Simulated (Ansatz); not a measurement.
The starting structures come from a database of crystals and need not be the phases stable at ambient conditions.

Input:

```
CELL_PARAMETERS angstrom
      5.34422     0.00000     0.00000
      0.00000     8.82464     0.00000
      1.49775     4.41232     4.62326
ATOMIC_POSITIONS crystal
  Na 0.25000 0.70091 0.00000
  Na 0.75000 0.29909 0.00000
  Ga 0.25000 0.09996 0.00000
  Ga 0.75000 0.90004 0.00000
  Si 0.76922 0.80010 0.58122
  Si 0.23078 0.19990 0.41878
  Si 0.73078 0.38132 0.41878
  Si 0.26922 0.61868 0.58122
  O  0.50773 0.35994 0.29716
  O  0.49227 0.64006 0.70284
  O  0.99227 0.65710 0.70284
  O  0.00773 0.34290 0.29716
  O  0.80157 0.61648 0.28180
  O  0.19843 0.38352 0.71820
  O  0.69843 0.89828 0.71820
  O  0.30157 0.10172 0.28180
  O  0.13288 0.03361 0.77600
  O  0.86712 0.96639 0.22400
  O  0.36712 0.80961 0.22400
  O  0.63288 0.19039 0.77600
```

Space group of this cell: C2/c. The cell is taken as given; by r2SCAN its mean pressure is -6.8 GPa.

Transport runs along the normal of the first two printed cell vectors.

No gap correction and no spin-orbit coupling; mid-gap values are interpolated between computed energies.

Task: State the band gap and the smallest decay constant κ at mid-gap according to r2SCAN in Ansatz (an electronic-structure program).

Result: Gap 4.90 eV on a 6×8×8 mesh; κ = 0.380 1/Å, at the zone centre.
